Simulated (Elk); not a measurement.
```xyz
5
Lattice="3.9617 0.0000 0.0000 0.0000 3.9617 0.0000 0.0000 0.0000 3.9617" Properties=species:S:1:pos:R:3 pbc="T T T"
Cr     0.0000     0.0000     0.0000
Pb     1.9809     1.9809     1.9809
O      0.0000     0.0000     1.9809
O      1.9809     0.0000     0.0000
O      0.0000     1.9809     0.0000
```
Moments meant for the start (each program seeds them in its own way; μB, in the order of the atoms Cr Pb O O O): 3.0 0.0 0.0 0.0 0.0.

Method: LDA (PW92)+U, all-electron FP-LAPW, Elk's shipped species files, LAPW+lo basis in Elk 10.2.4.

The set-up and first iterations of an Elk log for CrPbO3 (Pm-3m, 5 atoms in the cell):

```
│ Elk code version 10.2.4 │

All units are atomic (Hartree, Bohr, etc.)

│ Ground-state run starting from atomic densities │

Lattice vectors :
   7.486554444       0.000000000       0.000000000
   0.000000000       7.486554444       0.000000000
   0.000000000       0.000000000       7.486554444

Unit cell volume      :    419.6101276
Brillouin zone volume :   0.5911444866

Muffin-tin inner radius fraction :   0.1000000000E-01

Nuclei treated as point charges

Species :    1 (Cr)
 parameters loaded from : Cr.in
 name : chromium
 nuclear charge    :   -24.00000000
 electronic charge :    24.00000000
 atomic mass :    94783.09194
 muffin-tin radius :    1.992000000
 number of radial points in muffin-tin :    497
 atomic positions (lattice), magnetic fields (Cartesian) :
   1 :   0.00000000  0.00000000  0.00000000    0.00000000  0.00000000 -1.50000000

Species :    2 (Pb)
 parameters loaded from : Pb.in
 name : lead
   [... lines left out ...]
Maximum |G| for potential and density :    14.00000000
 potential will be trimmed for |G| > 2 gkmax
Constant for pseudocharge density :    8
Radial integration step length :    4

G-vector grid sizes :     35    35    35
Number of G-vectors :    19549

Maximum angular momentum used for
 APW functions                      :    8
 outer part of muffin-tin           :    6
 inner part of muffin-tin           :    1

Total nuclear charge    :   -130.0000000
Total core charge       :    84.00000000
Total valence charge    :    46.00000000
Total excess charge     :    0.000000000
Total electronic charge :    130.0000000

Effective Wigner radius, rₛ :   0.9167930943

Number of empty states         :   50
Total number of valence states :  146
Total number of core states    :   84

Total number of local-orbitals :   48

Exchange-correlation functional :      3     0     0
 Perdew-Wang/Ceperley-Alder, Phys. Rev. B 45, 13244 (1992)
 gradient requirement :    0
 local density approximation (LDA)

DFT+U calculation
 fully localised limit (FLL)
 see Phys. Rev. B 52, R5467 (1995)
 species :    1 (Cr), l =  2, U =   0.11024800, J =   0.00000000

Smearing type :    0
 Gaussian
Smearing width :   0.1837470000E-02
Effective electronic temperature (K) :    580.2271348

Mixing type :    3
 Broyden mixing, J. Phys. A: Math. Gen. 17, L317 (1984)

Kohn-Sham potential initialised from atomic data
│ Self-consistent loop started │
│ Loop number : 1 │
 total energy                :     -22181.6824387
 total moment                :    1.941843030
│ Loop number : 2 │
 total energy                :     -22181.8877583
 total moment                :    1.988392992
RMS change in Kohn-Sham potential (target) :   0.4946131731     (  0.1000000000E-05)
Absolute change in total energy (target)   :   0.2053195600     (  0.1000000000E-03)
│ Loop number : 3 │
 total energy                :     -22184.3659364
 total moment                :    2.000302247
RMS change in Kohn-Sham potential (target) :   0.4219502852     (  0.1000000000E-05)
Absolute change in total energy (target)   :    2.529508018     (  0.1000000000E-03)
│ Loop number : 4 │
 total energy                :     -22192.1826248
 total moment                :    2.000320062
RMS change in Kohn-Sham potential (target) :   0.1645807678     (  0.1000000000E-05)
Absolute change in total energy (target)   :    8.449065370     (  0.1000000000E-03)
│ Loop number : 5 │
 total energy                :     -22191.0760171
 total moment                :    2.000302776
RMS change in Kohn-Sham potential (target) :   0.1462860390     (  0.1000000000E-05)
Absolute change in total energy (target)   :    1.005658739     (  0.1000000000E-03)
│ Loop number : 6 │
 total energy                :     -22187.1788152
 total moment                :    2.000280469
RMS change in Kohn-Sham potential (target) :   0.1683753564     (  0.1000000000E-05)
   [... lines left out ...]
```

Problem. How does the run end?

Solution. The run converged in 25 iterations. Convergence of the loop says nothing yet on basis, mesh or lower states. It ends on: total energy -603838.9197 eV; Fermi level (on the code's own zero) 6.76 eV; size of the cell's spin moment 2.00 μB; site moments (μB, in the program's spheres or projections) Cr 2.17, Pb -0.03, O -0.10, O -0.10, O -0.10; Hubbard energy 2.799 eV. The log goes on:

```
│ Loop number : 17 │
 total energy                :     -22190.6724281
 total moment                :    2.000207720
   [... lines left out ...]
Absolute change in total energy (target)   :   0.3890859443E-04 (  0.1000000000E-03)
│ Loop number : 23 │
 total energy                :     -22190.6710094
 total moment                :    2.000207539
RMS change in Kohn-Sham potential (target) :   0.1147858624E-05 (  0.1000000000E-05)
Absolute change in total energy (target)   :   0.1188237002E-03 (  0.1000000000E-03)
│ Loop number : 24 │
 total energy                :     -22190.6709870
 total moment                :    2.000207539
RMS change in Kohn-Sham potential (target) :   0.7715152291E-06 (  0.1000000000E-05)
Absolute change in total energy (target)   :   0.7296854164E-05 (  0.1000000000E-03)
Convergence targets achieved

│ Loop number : 25 │

Energies :
 Fermi                       :     0.248478431513
 xc effective B-field        :    -0.106791776274
 external B-field            :      0.00000000000
 DFT+U                       :     0.102845092525
 total energy                :     -22190.6710019
 (external B-field energy excluded from total)

Density of states at Fermi energy :    78.36825857
 (states/Hartree/unit cell)

Estimated indirect band gap :   0.6127084646E-03
 from k-point     13 to k-point      5
Estimated direct band gap   :   0.1792258163E-02
 at k-point     13

Charges :
 core                        :    84.00000000
 valence                     :    46.00000000
 interstitial                :    9.155221339
 muffin-tins (core leakage)
  species :    1 (Cr)
   atom    1                 :    21.60137498     (  0.3501117618E-08)
  species :    2 (Pb)
   atom    1                 :    79.02738474     (  0.1101700306E-01)
   [... lines left out ...]

Moments :
 interstitial                :   0.1621060077
 muffin-tins
  species :    1 (Cr)
   atom    1                 :    2.167695438
  species :    2 (Pb)
   atom    1                 :  -0.2698339024E-01
  species :    3 (O)
   atom    1                 :  -0.1008701669
   atom    2                 :  -0.1008701669
   atom    3                 :  -0.1008701669
 total in muffin-tins        :    1.838101547
 total moment                :    2.000207555

│ Self-consistent loop stopped │
```

For comparison: a first run (DFT, LDA (PW92), all-electron FP-LAPW, Elk's shipped species files, LAPW+lo basis) was changed to give this one (dft+u: default → [[1, 1], [1, 2, 0.110248, 0.0]] Ha), and from it to this one the size of the net moment stays at 0.40 μB/atom.

The starting cell comes from a database of computed structures (which also holds hypothetical and non-ambient phases and stackings), without a prior relaxation at this level. Its lattice was rescaled by a random factor within 2.5 % of one. Spin-orbit coupling is off. With one magnetic atom in the cell only a parallel order is possible. With U or open f shells several self-consistent states can exist. Values depend on the basis (sphere radii, cutoffs, local orbitals), which need not be converged. The log's line on a gap gives a spacing of levels on this mesh, which the program prints for metals too.

The run was DFT, LDA (PW92)+U, all-electron FP-LAPW, Elk's shipped species files, LAPW+lo basis. Main settings of its input:

* **xctype**: 3
* **spinpol**: true
* **rgkmax**: 7.5
* **stype**: 0
* **swidth**: 0.00183747 Ha
* **dft+u**: [[1, 1], [1, 2, 0.110248, 0.0]] Ha
* **ngridk**: 8 8 8
* **reducebf**: 0.7
* **gmaxvr**: 14 1/bohr
* **nxoapwlo**: 1
* **rmtscf**: 0.83
* **nempty**: 10 per atom
